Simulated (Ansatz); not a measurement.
System: interstitial C in wurtzite GaN (neutral cell). These are PBE, PAW (plane waves to 420 eV; Ansatz, a program for electronic structure) values and carry that method's errors.

Cell of 72 host sites held at the relaxed PBE lattice; one k-point at (0.125, 0.250, 0.250); Fermi-Dirac width 0.01 eV, spin-restricted; finite-size errors left in. Static, classical nuclei. The charge state is imposed; whether it is stable for some Fermi level was not computed. Sites that were not tried may lie lower. The order of the sites in energy changes with the mesh.

Barriers: single points on a 2×2×2 k-point mesh shifted by half a step along c at the bands' geometries (they differ from the bands' own by up to 0.12 eV, and are uncertain by about as much).

The step: a concerted move, in which N travels most (a rearrangement that moves the defect's centre by under 1 Å); the atom moves 1.30 Å along (0.42, 0.39, 0.00) of the unit cell; at the start the C atom holds a host N site and a host atom stands off its site; at the end the C atom holds a host N site and a host atom stands off its site; the moving atom starts with neighbours C at 1.30; Ga at 1.89, Ga at 1.92 Å and ends with C at 1.30; Ga at 1.89, Ga at 1.90 Å.

Question: What migration barrier of this step does PBE, PAW give?

Answer: 0.19 eV, the same both ways. At the saddle the moving atom has neighbours C at 1.30; Ga at 1.84 Å. The saddle point's order was not checked, and it lies on a symmetry element of the cell, where a band can be held.
